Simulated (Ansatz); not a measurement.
The starting structures come from a database of crystals and need not be the phases stable at ambient conditions.

 Where the default PAW files enter, the runs use the earlier of Ansatz's two default sets.

Input:

```yaml
crystal:
  lattice:
    - [3.86607, 0.00000, 0.00000]
    - [-1.93304, 3.34812, 0.00000]
    - [1.93304, 1.11604, 3.15663]
  atoms:
    - { symbol: Mg, position: [0.00000, 0.00000, 0.00000] }
    - { symbol: Se, position: [0.00000, 0.50000, 0.50000] }
```

Space group of this cell: Fm-3m, rock salt. The cell is taken as given.

The current runs along the normal of the first two printed vectors, the (111) plane. All runs by Ansatz (an electronic-structure program), plane waves and PAW, without spin-orbit coupling; the base is r2SCAN.

```json
[
 {"run": "base", "mean pressure (GPa)": "0.2", "gap (eV)": "2.49", "mid-gap κ (1/Å)": "0.179"},
 {"run": "all lengths scaled by 0.98", "mean pressure (GPa)": "4.8", "gap (eV)": "…", "mid-gap κ (1/Å)": "…"},
 {"run": "all lengths scaled by 1.02", "mean pressure (GPa)": "-3.3", "gap (eV)": "2.38", "mid-gap κ (1/Å)": "0.169"},
 {"run": "lda in place of r2scan", "mean pressure (GPa)": "-2.7", "gap (eV)": "1.65", "mid-gap κ (1/Å)": "0.131"},
 {"run": "lengths across the current scaled by 0.98, ions clamped", "mean pressure (GPa)": "3.2", "gap (eV)": "2.48", "mid-gap κ (1/Å)": "0.190"},
 {"run": "lengths across the current scaled by 1.02, ions clamped", "mean pressure (GPa)": "-2.2", "gap (eV)": "2.29", "mid-gap κ (1/Å)": "0.170"},
 {"run": "lengths along the current scaled by 0.97, ions clamped", "mean pressure (GPa)": "2.4", "gap (eV)": "…", "mid-gap κ (1/Å)": "…"},
 {"run": "lengths along the current scaled by 1.03, ions clamped", "mean pressure (GPa)": "-1.7", "gap (eV)": "…", "mid-gap κ (1/Å)": "0.179"},
 {"run": "pbesol in place of r2scan", "mean pressure (GPa)": "-0.6", "gap (eV)": "1.76", "mid-gap κ (1/Å)": "0.137"}
]
```

Q: Complete the blanks.

A: 
- all lengths scaled by 0.98, gap (eV): 2.60
- all lengths scaled by 0.98, mid-gap κ (1/Å): 0.188
- lengths along the current scaled by 0.97, ions clamped, gap (eV): 2.33
- lengths along the current scaled by 0.97, ions clamped, mid-gap κ (1/Å): 0.180
- lengths along the current scaled by 1.03, ions clamped, gap (eV): 2.33
